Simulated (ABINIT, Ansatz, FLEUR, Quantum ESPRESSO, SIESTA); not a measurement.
One structure in several programs: LiLu3 (P6_3/mmc, 8 atoms in the cell)

Self-consistent single point.

```
LiLu3
1.0
    6.87010     0.00000     0.00000
   -3.43505     5.94968     0.00000
    0.00000     0.00000     5.43812
Li Lu
2 6
Direct
  0.33333   0.66667   0.75000
  0.66667   0.33333   0.25000
  0.16786   0.33572   0.25000
  0.83214   0.66428   0.75000
  0.83214   0.16786   0.75000
  0.16786   0.83214   0.25000
  0.66428   0.83214   0.25000
  0.33572   0.16786   0.75000
```

All programs got the same cell, k-point mesh and kind of occupations (in Ansatz's words: kpoints.mp_grid.grid = 3 3 3; scf.occupations.method = fermi_dirac; scf.occupations.width = 0.1 eV); potentials, basis and cutoffs are each program's usual ones.

| code | model | pressure (GPa) | largest force (eV/Å) | k-points | cutoff |
|---|---|---|---|---|---|
| Ansatz | PBEsol, PAW files made with PBE | -2.56 | 0.163 | 6 | 420 eV |
| SIESTA | GGA PBEsol, numerical atomic orbitals DZP, PseudoDojo PBEsol standard norm-conserving potentials (rewritten from UPF to PSML) | -1.82 | 0.116 | 14 | grid 350 Ry |
| FLEUR | PBEsol, all-electron FLAPW (FLEUR), scalar-relativistic valence | – | 0.163 | 6 | Kmax 3.8 1/bohr |
| Quantum ESPRESSO | PBEsol, SSSP 1.1.2 efficiency (PBE) pseudopotentials | -2.51 | 0.163 | 6 | 50 Ry |
| ABINIT | PBEsol, PAW (JTH v2.0 PBE PAW, files made for PBE) | -2.99 | 0.167 | 6 | 24 Ha |

A dash marks a value that a program does not give, or that is left out as unsure.

The spread over the programs that give each value: pressure within 1.17 GPa; largest force within 0.051 eV/Å.

The starting cell comes from a database of computed structures (which also holds hypothetical and non-ambient phases and stackings), without a prior relaxation at this level. Its lattice was rescaled by a random factor within 2.5 % of one. On Ansatz's run: Spin-orbit coupling is off. Without a gap this mesh is coarse (it stands for a supercell whose shortest vector is 16 Å).

Task: Why do the programs differ, and what cannot be compared?

Result: Differences of this kind can come from the potentials, where these differ, and from what each basis and cutoff leave unconverged. The valence holds different numbers of electrons (Ansatz (a program for electronic structure) 156, SIESTA 156, FLEUR 152, Quantum ESPRESSO 156, ABINIT 156). The zero of total energies and Fermi levels follows the potentials and each program's conventions, so they are not compared here. SIESTA uses small atom-centred bases, whose incompleteness enters pressures, forces and empty levels differently from a plane-wave cutoff. FLEUR treats all electrons, but the usual bases taken here (sphere radii, linearisation, local orbitals, empty states) were not tested for convergence, so the values are no reference for the others. Ansatz's pressure is given at a fixed set of plane waves, as the other plane-wave codes print theirs; with its correction for the finite basis it is -2.52 GPa. The programs reduce the same mesh by symmetry to different extents, which changes the work and not the result.

The shared mesh is coarse (it stands for a supercell whose shortest vector is 16 Å), so the values are not converged in it.

Left out of this page: Elk (not drawn, or without a comparable value).

Keys are those of Ansatz 0.2.
